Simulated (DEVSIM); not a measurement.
System: abrupt Si n-p junction, at 350 K.

Layer 1 from the left is Si, thickness (μm) 0.800, Nd (cm⁻³) 1.5e17, τn (s) 4.3e-7, τp (s) 4.3e-7. Layer 2 from the left is Si, thickness (μm) 0.490, Na (cm⁻³) 5.9e16, τn (s) 4.3e-7, τp (s) 4.3e-7.

Left contact: ohmic. Right contact: ohmic. Voltage is applied to the left contact. Recombination: SRH at mid-gap. Mobility is μmin + (μ − μmin)/(1 + (N/Nref)^α).

Constants are typed, rounded textbook-type inputs, not results; the design itself was drawn at random and stands for no fabricated device. Values at 300 K; Nc and Nv go as T^1.5, mobilities as T to minus their exponent, the gap by Varshni's rule with the affinity fixed.

Si: gap (eV) 1.124, affinity (eV) 4.05, permittivity 11.7, Nc (cm⁻³) 2.86e19, Nv (cm⁻³) 3.1e19, μn (cm²/Vs) 1417, μp (cm²/Vs) 470, μn,min 52, μp,min 45, Nref,n 9.7e16, Nref,p 2.2e17, αn 0.68, αp 0.72, T exponent of μn 2.3, T exponent of μp 2.2, Varshni α (eV/K) 0.000473, Varshni β (K) 636.

Simulated with DEVSIM: 1D drift-diffusion, Boltzmann statistics, complete ionisation; no tunnelling, impact ionisation, image-force lowering or self-heating.

Question: What does the simulation give for the largest field in the device at zero bias, the potential step across the device at zero bias, the dark forward voltage at 100 A/cm², the dark forward voltage at 1 A/cm²?

Answer: largest field in the device at zero bias 95000 V/cm; potential step across the device at zero bias 0.749 V; dark forward voltage at 100 A/cm² 0.611 V; dark forward voltage at 1 A/cm² 0.469 V.
